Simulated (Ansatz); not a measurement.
The reference is TiB₂ (space group P6/mmm, No. 191; a = 3.017 Å, c = 3.185 Å). Axes: x lies along a and z along c of the hexagonal cell.

The values are results of plane-wave PAW DFT at the PBEsol level (Ansatz, a quantum-chemistry and plane-wave program, 420 eV), without spin-orbit coupling, not measurements.

Before the change:

The pressure is 0.0 GPa.

Perturbation: tensor shear ε_xz = +1.71 % (engineering shear γ = 0.0342); the atoms relax in the strained cell.

**Question.** What happens to the pressure?

**Answer.** The pressure (mean of the normal stresses, compression positive) goes from zero to 0.4 GPa.

**Question.** How does this affect the energy relative to the base?

**Answer.** The energy grows by 8.4 meV/atom.

A case with no gap was solved on a k-mesh chosen for an insulator, which is coarse for it. Without a gap, meshes like the base's 13×13×10 leave anisotropic stresses uncertain by several tenths of a GPa, and small strain energies with them. Stability against distortions was not tested. All final runs are without spin polarisation.
